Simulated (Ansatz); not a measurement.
# Several settings converged on LaNiGe₃ (I4mm, 5 atoms in the cell)

```
LaNiGe3
1.0
   -2.19443     2.19443     4.82653
    2.19443    -2.19443     4.82653
    2.19443     2.19443    -4.82653
La Ni Ge
1 1 3
Direct
  0.57708   0.57708   0.00000
  0.23409   0.23409   0.00000
  0.82993   0.32993   0.50000
  0.32993   0.82993   0.50000
  0.99096   0.99096   0.00000
```

Base method: LDA (PW92), default PAW files made with PBE (plane waves; Ansatz, an electronic-structure program).

Base settings: basis.ecutwfc = 420 eV; kpoints.mp_grid.grid = 5 5 5; hamiltonian.xc = lda; hamiltonian.pseudopotentials = {kind: paw} (the program's default PAW files); scf.occupations.method = gaussian; scf.occupations.width = 0.1 eV.

The count of work is k-points × plane waves × bands × iterations; it is no time. Core times come from one kind of shared machine, to one figure; runs under 30 s give none.

**The cutoff for other potential files**

Level: DFT, LDA (PW92), plane waves, harder PAW files (source: ansatz) made with PBE.

In this ladder: hamiltonian.pseudopotentials = {kind: paw, source: ansatz}.

The second cell is the first with its lattice scaled by 0.98.

The mesh stays at the base's, so the ladder's end is converged at best in this setting alone.

The first pressure column holds Ansatz's estimate of the finite-basis (Pulay) stress, which hides part of the cutoff error; the other is without it.

Only quantities that move along the ladder and can be compared are tabulated.

```csv
basis.ecutwfc,free energy less the last step's (meV/atom),energy of the compressed cell less the first (meV/atom),pressure (GPa),pressure without the Pulay estimate (GPa),largest difference of a force vector from the last step's (eV/Å),count of work / last,core time / last (rough)
415 eV,6527.28,4.10,-4.76,-278.25,0.159,0.11,–
505 eV,1227.46,-13.53,-4.54,-75.40,0.079,0.14,–
645 eV,51.35,-9.13,-4.39,-9.19,0.009,0.21,–
780 eV,2.41,-9.69,-4.45,-4.61,0.000,0.27,–
920 eV,0.80,-9.71,-4.45,-4.47,0.000,0.35,0.4
1105 eV,0.41,-9.72,-4.45,-4.46,0.000,0.46,0.5
1380 eV,0.10,-9.72,-4.45,-4.46,0.000,0.65,0.7
1840 eV,0.00,-9.72,-4.45,-4.45,0.000,1.0,1
```

Coarsest basis.ecutwfc that holds the free energy within 2 meV/atom of the last step, with all finer ones: 920 eV, at 0.35 of the last step's count of work and about 0.4 of the last step's time; the step before is off by 2.4 meV/atom.

Coarsest basis.ecutwfc that holds the pressure within 0.2 GPa of the last step, with all finer ones: 505 eV, at 0.14 of the last step's count of work; the step before is off by 0.31 GPa.

Coarsest basis.ecutwfc that holds the energy of the compressed cell less the first within 0.2 meV/atom of the last step, with all finer ones: 780 eV, at 0.27 of the last step's count of work; the step before is off by 0.59 meV/atom.

The energy difference between the two cells stays within 1 meV/atom of the last step's from 645 eV on, the total only from 920 eV on: much of the error is common to both cells and cancels.

At the lowest cutoff the pressure without the Pulay estimate lies 274 GPa under the last step's, the usual sign of Pulay stress in an incomplete plane-wave basis.

**The density cutoff**

The second cell is the first with its lattice scaled by 0.98.

The mesh stays at the base's, so the ladder's end is converged at best in this setting alone.

Only quantities that move along the ladder and can be compared are tabulated.

```tsv
basis.ecutrho_ratio	free energy less the last step's (meV/atom)	energy of the compressed cell less the first (meV/atom)	pressure (GPa)	largest difference of a force vector from the last step's (eV/Å)
2	-17.85	-8.85	-3.58	0.019
3	-0.39	-10.01	-4.46	0.001
4	-0.01	-10.00	-4.49	0.000
5	0.00	-10.00	-4.49	0.000
6	0.00	-10.00	-4.49	0.000
8	0.00	-10.00	-4.49	0.000
10	0.00	-10.00	-4.49	0.000
12	0.00	-10.00	-4.49	0.000
16	0.00	-10.00	-4.49	0.000
```

Coarsest basis.ecutrho_ratio that holds the energy of the compressed cell less the first within 0.2 meV/atom of the last step, with all finer ones: 3; the step before is off by 1.2 meV/atom.

Coarsest basis.ecutrho_ratio that holds the pressure within 0.1 GPa of the last step, with all finer ones: 3; the step before is off by 0.91 GPa.

Coarsest basis.ecutrho_ratio that holds the free energy within 5 meV/atom of the last step, with all finer ones: 3; the step before is off by 18 meV/atom.

On the base run: the starting cell comes from a database of computed structures (which also holds hypothetical and non-ambient phases and stackings), without a prior relaxation at this level. Its lattice was rescaled by up to half a per cent. One atom was moved a little off its site on purpose. Spin polarisation is off. In the base run, with a pressure of about -4 GPa the cell is away from its equilibrium volume at this level.

Keys are those of Ansatz 0.2.
